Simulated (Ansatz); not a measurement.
An Ansatz (an electronic-structure program) run: Mo with a change (x(W) = 0.25, 4 atoms, R-3m); PBE (Ansatz, PAW, spin-orbit coupling left out), earlier PAW set.

Input:

Ansatz 0.2 input:
```yaml
crystal:
  lattice:
    - [4.4767338016, 2.5846434655, 0.9150552063]
    - [-4.4767338016, 2.5846434655, 0.9150552063]
    - [0, -5.1692869309, 0.9150552063]
  atoms:
    - { symbol: Mo, position: [0.5, 0, 0] }
    - { symbol: W, position: [0.5, 0.5, 0.5] }
    - { symbol: Mo, position: [0, 0.5, 0] }
    - { symbol: Mo, position: [0, 0, 0.5] }
basis: { ecutwfc: 420, ecutrho_ratio: 4, xc_grid: 2, fft_grid_basis: typed }
kpoints: { mp_grid: { grid: [18, 18, 18] } }
hamiltonian:
  xc: pbe
  dispersion: none
  pseudopotentials: { azcp: { folder: ./paw }, kind: paw }
scf: { occupations: { method: fermi_dirac, width: 0.05 }, convergence: { dr2_threshold: 0.0000000004 } }
output: { forces: true, stress: true }
checkpoint: { write: state.ck, write_every: 1000 }
```

Output:

```
WARN ansatz: RAYON_NUM_THREADS=1 ignored (pool sized by the plan → 1); use --threads N
Pseudopotentials: kind: paw
Pseudopotential: Mo, paw, valence charge 14
Pseudopotential: W, paw, valence charge 14
Functional definition: PBE
Crystal: 4 atoms, lattice volume = 63.527 Å³
Basis set: ecut = 420 eV, 1257 PW (Γ), exchange–correlation on 72×72×72 points (8 copies of the dense FFT grid, shifted against one another)
Bands: 34, of which v1, the nominal top of the filled ones, is band 28 counted from 1 (27 counted from 0)
Symmetry: 12 space group operations
Space group: R-3m (ITA 166), of the structure as read, at distance tolerance 4.0e-5 Å
k-points: 580 of 5832
Initial density: superposition of atomic densities (chi_scale 0.1, normalization cell, long waves kept (reshape's long-wave potential 0.00 eV rms))
Initial wavefunctions: pseudopotential atomic-orbital guess
Eigensolver: davidson
Functional: x = pbe(κ = 0.804, μ = 0.2195149727645171), c = pbe(β = 0.06672455060314922)
SCF iter   1: F=—  HF=-25256.246626 eV  |F-HF|=—  |Δ(HF+E_count)|=         —  Δρ=9.93e-2  dr2=6.90e0  ethr=3.10e-3  ⟨swp⟩=4.9  Hψ=71945  notcnv=0
all-band conjugate gradients solve this SCF's bands
preconditioner: auto → Kerker (q_TF=auto, 2.672 Å⁻¹)
SCF iter   2: F=—  HF=-25254.664818 eV  |F-HF|=—  |Δ(HF+E_count)|=    1.58e0  Δρ=5.52e-2  dr2=1.91e0  ethr=3.10e-3  ⟨swp⟩=2.7  Hψ=40785  notcnv=0  defer=240
SCF iter   3: F=—  HF=-25254.100569 eV  |F-HF|=—  |Δ(HF+E_count)|=   5.64e-1  Δρ=8.06e-3  dr2=3.02e-2  ethr=3.10e-3  ⟨swp⟩=3.3  Hψ=39062  notcnv=0  defer=240
SCF iter   4: F=—  HF=-25254.102385 eV  |F-HF|=—  |Δ(HF+E_count)|=   1.82e-3  Δρ=1.54e-3  dr2=2.11e-3  ethr=5.39e-5  ⟨swp⟩=2.2  Hψ=26507  notcnv=0  defer=134
SCF iter   5: F=—  HF=-25254.102124 eV  |F-HF|=—  |Δ(HF+E_count)|=   2.61e-4  Δρ=2.31e-4  dr2=2.13e-5  ethr=3.78e-6  ⟨swp⟩=2.0  Hψ=25902  notcnv=0  defer=134
SCF iter   6: F=—  HF=-25254.102122 eV  |F-HF|=—  |Δ(HF+E_count)|=   1.60e-6  Δρ=4.99e-5  dr2=2.98e-6  ethr=3.80e-8  ⟨swp⟩=2.5  Hψ=32088  notcnv=0  defer=134
SCF iter   7: F=—  HF=-25254.102122 eV  |F-HF|=—  |Δ(HF+E_count)|=   7.98e-7  Δρ=1.03e-5  dr2=1.32e-7  ethr=5.33e-9  ⟨swp⟩=1.8  Hψ=21473  notcnv=0  defer=134
SCF iter   8: F=—  HF=-25254.102121 eV  |F-HF|=—  |Δ(HF+E_count)|=   2.65e-8  Δρ=1.66e-6  dr2=1.62e-9  ethr=2.36e-10  ⟨swp⟩=2.0  Hψ=26136  notcnv=0  defer=134
SCF iter   9: F=-25254.102121 eV  HF=-25254.102121 eV  |F-HF|=7.28e-12  |Δ(HF+E_count)|=  3.53e-10  Δρ=2.24e-7  dr2=2.12e-11  ethr=1.00e-12  ⟨swp⟩=5.3  Hψ=66429  notcnv=0
SCF 1 converged in 9 iterations: F = -25254.102121 eV  dr2 = 2.12e-11
SCF converged after 9 iterations
Free energy (F): -25254.102121 eV
Harris-Foulkes:  -25254.102121 eV  (|F-HF|=7.28e-12)
Internal energy: -25254.080728 eV  (E = F + TS)
E sigma→0 (E₀):  -25254.091425 eV
Entropy (-TS):   -0.021393 eV (-5.348 meV/atom)
Fermi energy:    21.116265 eV
--- Per-component energies (eV) ---
  E_band       = -266.235070
  E_kinetic    = 1686.416413
  E_local      = -2887.090347  (includes V_loc(G=0)·N_el)
  E_nonlocal   = 418.306343
  E_hartree    = 1023.792367
  E_xc         = -796.170142
  E_vxc        = -890.184349  (∫ρ·V_xc dr)
  E_paw        = -18212.928826  (= ΣΔE_a)
  E_vpaw       = -641.268192  (= ΣTr[D̂ρ^β])
  E_aug_tail   = 0.000297  (compensation charges beyond the density's cutoff)
  E_ewald      = -6486.406833
  E_smearing   = -0.021393  (= −TS)
  E_closure    = 0.000000  (closes the sum)
  Σ components = -25254.102121   (vs F -25254.102121, Δ=0.00e0)
  [band-id]    e_kinetic+e_local+e_nonlocal+2·e_hartree+e_vxc+e_vpaw+e_augmentation_tail = -266.235102   (vs E_band -266.235070, Δ=-3.16e-5)
--- Forces (eV/Å), atoms counted from 1 ---
  atom   1  Mo     0.00000000     0.00000000     0.00000000
  atom   2  W      0.00000000     0.00000000     0.00000000
  atom   3  Mo    -0.00000000     0.00000000    -0.00000000
  atom   4  Mo    -0.00000000     0.00000000    -0.00000000
  max |Σ_I F_I| component: 2.39e-29 eV/Å
--- Stress (GPa, compression-positive) ---
       -0.000012       0.000000      -0.000000
        0.000000      -0.000012      -0.000000
       -0.000000      -0.000000      -0.000142
  P = ⅓ Tr σ = -0.0001 GPa (-0.001 kbar)
  The stress holds the Pulay correction. Without it, at fixed plane waves, as pw.x and ABINIT print it: P = -0.0563 GPa
  The stress includes an estimate of the error left by incomplete SCF convergence (largest component 0.0001 GPa).
--- Band table ---
  band table: none
```

Each cell is one ordered arrangement of few atoms, which overstates ordering effects compared with a random alloy. Whether these cells are dynamically stable was not tested. The final runs are not spin-polarised. The cell was made from Mo by this change: x(W) = 0.25, 4 atoms, R-3m.
